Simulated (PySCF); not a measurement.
PySCF 2.14.0, B3LYP/def2-svp, df: W(S)2(OH)(Me) ([CH3][W]([OH])(=[S])=[S]), 9 atoms. The geometry is a generated start, not checked to be a minimum at this level.

```
Quantity                                             Value
-------------------------  -------------------------------
task                                                energy
method                                               b3lyp
basis                                             def2-svp
two-electron scheme                        density fitting
mol.max_memory                                     3000 MB
mf.max_cycle                                           100
mf.conv_tol                                1e-09 (default)
mf.grids.level                                 3 (default)
effective core potentials  those of the basis set, past Kr
basis functions                                        116
grid points                                         129504
```

```xyz
9

W      0.7199     0.4742     0.0328
S      1.9823    -0.1339    -1.6390
S      1.8326    -0.0991     1.8186
O     -0.0867     2.1048    -0.0355
H     -0.4237     3.0070    -0.1093
C     -0.7908    -1.1109    -0.0062
H     -0.3618    -2.0861    -0.2911
H     -1.5912    -0.8960    -0.7391
H     -1.2806    -1.2599     0.9688
```

Charge 0 and multiplicity 1 are set for this test and not shown to be the ground state.

With the defaults (mf.DIIS = CDIIS, mf.diis = true, mf.damp = 0, mf.diis_start_cycle = 1, mf.diis_space = 8, mf.init_guess = minao, mf.level_shift = 0, newton = off) it converges in 14 Fock builds. One run each on 2 threads, 1 BLAS thread, with these changes:
- mf.DIIS = EDIIS
- mf.init_guess = 1e
- mf.damp = 0.3, mf.diis_start_cycle = 4
- mf.init_guess = mod_huckel
- mf.level_shift = 0.3 Hartree
- newton = Hessian by the SCF's own integrals
- mf.diis_space = 3
- mf.init_guess = atom
- mf.diis = false

Which of these changes keep the SCF from converging, or lead it to another solution?

No convergence: mf.DIIS = EDIIS; mf.diis = false (the run ends without SCF convergence in 100 cycles). The rest reach the solution of the defaults.

```json
[
 {"setting": "the defaults", "Fock builds": "14", "end": "same solution"},
 {"setting": "mf.init_guess = atom", "Fock builds": "15", "end": "same solution"},
 {"setting": "mf.init_guess = mod_huckel", "Fock builds": "19", "end": "same solution"},
 {"setting": "mf.init_guess = 1e", "Fock builds": "19", "end": "same solution"},
 {"setting": "mf.damp = 0.3, mf.diis_start_cycle = 4", "Fock builds": "20", "end": "same solution"},
 {"setting": "mf.level_shift = 0.3 Hartree", "Fock builds": "21", "end": "same solution"},
 {"setting": "mf.diis_space = 3", "Fock builds": "34", "end": "same solution"},
 {"setting": "newton = Hessian by the SCF's own integrals", "Fock builds": "40", "end": "same solution"},
 {"setting": "mf.DIIS = EDIIS", "Fock builds": "101", "end": "no convergence"},
 {"setting": "mf.diis = false", "Fock builds": "101", "end": "no convergence"}
]
```

Under newton the count holds the products with the orbital Hessian.
